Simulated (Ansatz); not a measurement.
## Sb2TeO2 (model structure, started from the La2SO2 type, P-3m1, No. 164, 5 atoms in the cell)

Method: PBE (PAW; Ansatz, a first-principles code).

Settings: plane-wave cutoff 520 eV, 18×18×8 k mesh (along the axes of the cell as run), Fermi–Dirac smearing 0.05 eV, scalar-relativistic PAW data made under PBE.

Cell (relaxed with PBEsol):

```cif
data_O2Sb2Te
_chemical_formula_sum 'Sb2 Te1 O2'
_space_group_name_H-M_alt 'P-3m1'
_space_group_IT_number 164
_space_group_name_Hall '-P 3 2"'
_cell_length_a 3.96380
_cell_length_b 3.96380
_cell_length_c 7.06456
_cell_angle_alpha 90.000
_cell_angle_beta 90.000
_cell_angle_gamma 120.000
loop_
_atom_site_label
_atom_site_type_symbol
_atom_site_symmetry_multiplicity
_atom_site_Wyckoff_symbol
_atom_site_fract_x
_atom_site_fract_y
_atom_site_fract_z
_atom_site_occupancy
Sb1 Sb 2 d 0.33333 0.66667 0.19928 1
Te1 Te 1 b 0.00000 0.00000 0.50000 1
O1 O 2 d 0.66667 0.33333 0.10751 1
```

For Sb2TeO2 (model structure, started from the La2SO2 type, P-3m1, No. 164, 5 atoms in the cell), the band gap comes out as 0.10 eV (under three smearing widths, so not firm) and the direct gap at Γ is 2.18 eV.

Note: the relaxation could raise the start's symmetry but not lower it, so the cell can be a saddle point; cell and atoms aren't relaxed at this level (largest force component 0.17 eV/Å, pressure 4.1 GPa).

Spin–orbit coupling is not included; it can close the smallest gap of 0.10 eV.

Computed values are for the static lattice.

The result took very roughly 90 core-seconds.

A model structure was made by putting elements into a prototype or built by hand; it is no filed structure, need not be a known phase, and can be a saddle point held by its symmetry.
